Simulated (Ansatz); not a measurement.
A user runs Ansatz (a first-principles code) on Os (P-1, 2 atoms in the cell) and asks whether the run is sound. The aim is a self-consistent single point with DFT, PBEsol, plane waves, PAW files made with PBE.

Cell that was meant: a = 2.7461 Å, b = 2.7461 Å, c = 4.3263 Å, α = 90.00°, β = 90.00°, γ = 120.00°.

Part of the input:

Ansatz 0.2 input:
```yaml
  ecutwfc: 30.9 Ry
kpoints:
  mp_grid:
    grid: [1, 1, 1]
    shift: [0.5, 0.5, 0.5]
hamiltonian:
  xc: pbesol
```

Output (repeated stretches shortened):

```
WARN ansatz: RAYON_NUM_THREADS=1 ignored (pool sized by the plan → 1); use --threads N
Pseudopotentials: kind: paw
   [... lines left out ...]
Space group: P-1 (ITA 2), of the structure as read, at distance tolerance 3.0e-5 Å
k-points: 1
PAW frozen core: Os, regenerated for the run's functional, and the local potential with it
Initial density: superposition of atomic densities (chi_scale 0.1, normalization cell)
Initial wavefunctions: pseudopotential atomic-orbital guess
Eigensolver: davidson
Functional: x = pbesol(κ = 0.804, μ = 0.12345679012345678), c = pbesol(β = 0.046)
SCF iter   1: F=—  HF=-22498.037854 eV  |F-HF|=—  |Δ(HF+E_count)|=         —  Δρ=2.12e-1  dr2=8.55e0  ethr=3.10e-3  ⟨swp⟩=5.0  Hψ=89  notcnv=0
all-band conjugate gradients solve this SCF's bands
preconditioner: auto → none
SCF iter   2: F=—  HF=-22494.779708 eV  |F-HF|=—  |Δ(HF+E_count)|=    3.26e0  Δρ=8.23e-2  dr2=7.71e-1  ethr=3.10e-3  ⟨swp⟩=3.0  Hψ=52  notcnv=0
   [... lines left out ...]
SCF iter   5: F=—  HF=-22494.582742 eV  |F-HF|=—  |Δ(HF+E_count)|=   1.26e-3  Δρ=1.45e-3  dr2=1.17e-3  ethr=2.02e-5  ⟨swp⟩=2.0  Hψ=28  notcnv=0
SCF iter   6: F=—  HF=-22494.582436 eV  |F-HF|=—  |Δ(HF+E_count)|=   3.06e-4  Δρ=3.82e-4  dr2=2.67e-5  ethr=3.65e-6  ⟨swp⟩=2.0  Hψ=28  notcnv=0
SCF iter   7: F=—  HF=-22494.582463 eV  |F-HF|=—  |Δ(HF+E_count)|=   2.67e-5  Δρ=7.49e-5  dr2=4.49e-7  ethr=8.34e-8  ⟨swp⟩=2.0  Hψ=28  notcnv=0
SCF iter   8: F=-22494.582463 eV  HF=-22494.582463 eV  |F-HF|=3.26e-9  |Δ(HF+E_count)|=   7.48e-8  Δρ=1.40e-5  dr2=1.66e-8  ethr=3.13e-10  ⟨swp⟩=6.0  Hψ=87  notcnv=0
SCF 1 converged in 8 iterations: F = -22494.582463 eV  dr2 = 1.66e-8
Free energy (F): -22494.582463 eV
Internal energy: -22494.580043 eV  (E = F + TS)
E sigma→0 (E₀):  -22494.581253 eV
Entropy (-TS):   -0.002420 eV (-1.210 meV/atom)
Fermi energy:    26.121290 eV
--- Forces (eV/Å), atoms counted from 1 ---
  atom   1  Os    -5.05561877     2.98749435    -1.60004731
  atom   2  Os     5.05561877    -2.98749435     1.60004731
--- Stress (GPa, compression-positive) ---
        5.396461      31.612953       2.112823
       31.612953      41.570112      -1.210732
        2.112768      -1.210701       2.857711
  P = ⅓ Tr σ = 16.6081 GPa (166.081 kbar)
  The stress holds the Pulay correction. Without it, at fixed plane waves, as pw.x and ABINIT print it: P = 16.3889 GPa
```

### Question
Can these results be used? Check the input.

### Answer
The run is not sound. The fault is a single k-point for a small metallic cell. One k-point cannot sample the Fermi surface of a small cell. To fix it, use a converged k-point mesh. The run converged in 8 iterations without an error; against the sound input the free energy rises by 5.04 eV/atom, the pressure goes from -6.61 to 16.61 GPa and the largest force goes from 0.467 to 6.086 eV/Å.

An input that runs soundly differs in these lines (not the only fix; some lines may just follow from the change or write a value another way):
```diff
-    grid: [1, 1, 1]
+    grid: [15, 15, 8]
```

With that input, the run converged in 7 iterations: free energy E − TS (on the zero of these files) -22504.6583 eV; Fermi level (on the code's own zero) 25.55 eV; pressure -6.61 GPa; largest force (vector length) 0.467 eV/Å (DFT, PBEsol, plane waves, PAW files made with PBE).

On the sound input: the starting cell comes from a database of computed structures (which also holds hypothetical and non-ambient phases and stackings), without a prior relaxation at this level. Its atoms were displaced at random from the sites of space group no. 194. Spin polarisation is off. With a pressure of about -7 GPa the cell is away from its equilibrium volume at this level. Ansatz's pressure includes its estimate of the finite-basis (Pulay) stress.
